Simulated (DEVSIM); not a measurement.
System: Cr/La2O3/SiO2/p-Si capacitor, at 400 K.

```
layer (left to right)  material  thickness (nm)  Na (cm⁻³)
---------------------  --------  --------------  ---------
1                         La2O3            24.0          -
2                          SiO2           0.730          -
3                            Si           12000     2.3e15
```

Metal gate on the left, work function 4.5 eV. Fixed charge at the semiconductor interface 1.8e11 cm⁻² (in units of +e); no interface traps.

This is a model device: material constants are rounded textbook-type values typed into the input, and sizes, dopings and lifetimes were drawn at random. Values at 300 K; Nc and Nv go as T^1.5, mobilities as T to minus their exponent, the gap by Varshni's rule with the affinity fixed.

```csv
parameter,La2O3,SiO2,Si
gap (eV),5.8,9,1.124
affinity (eV),1.8,0.9,4.05
permittivity,27,3.9,11.7
Nc (cm⁻³),-,-,2.86e19
Nv (cm⁻³),-,-,3.1e19
Varshni α (eV/K),-,-,0.000473
Varshni β (K),-,-,636
```

Model (solved in DEVSIM): 1D Poisson equation in equilibrium, Boltzmann statistics, complete ionisation; no quantum confinement or tunnelling. Metal contacts follow the ideal Schottky-Mott rule: no Fermi-level pinning, no interface dipoles.

The temperature was swept, all else fixed.

```csv
temperature (K),flat-band voltage (V),threshold voltage (band bending 2φF) (V),minimum of the low-frequency capacitance (μF/cm²)
250,-0.52,(withheld),(withheld)
300,-0.46,0.20,0.0193
350,-0.40,0.15,0.0228
400,-0.34,0.10,0.0266
450,-0.27,0.04,0.0368
500,-0.21,-0.01,0.0524
```

Q: Some entries are withheld; supply them.

A: 
- 250, threshold voltage (band bending 2φF) (V): 0.25
- 250, minimum of the low-frequency capacitance (μF/cm²): 0.0178
